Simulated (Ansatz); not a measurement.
Formation energy of the bound charge states of N_O in monoclinic HfO2 (start: the O(2,4-fold) site; 96-site cell, 2×2×2 shifted sampling) against the Fermi level, Hf-rich (Δμ(O) = -5.19 eV, Δμ(N) = -3.31 eV, bounded by rock-salt HfN; only phases computed here count, gases as isolated molecules at 0 K). All values below come from PBE, PAW (plane waves to 420 eV; Ansatz, a first-principles code).

Set-up: 96-site cell; 2×2×2 shifted k-points; host gap 4.04 eV; charged states image-corrected; no spin–orbit coupling; not converged in cell size; flagged in the runs: a host whose relaxation on this sampling wasn't shown to rest.

| E_F − E_VBM (eV) | q = +1 | q = 0 | q = −1 |
|---|---|---|---|
| 0.00 | 3.26 | 3.62 | 4.06 |
| 0.50 | 3.77 | 3.62 | 3.56 |
| 1.01 | 4.27 | 3.62 | 3.05 |
| 1.51 | 4.78 | 3.62 | 2.55 |
| 2.02 | 5.28 | 3.62 | 2.04 |
| 2.52 | 5.79 | 3.62 | 1.54 |
| 3.03 | 6.29 | 3.62 | 1.03 |
| 3.53 | 6.80 | 3.62 | 0.53 |
| 4.04 | 7.30 | 3.62 | 0.02 |

Crossings of the lowest lines: (+1/0) at 0.35 eV; (0/−1) at 0.45 eV.
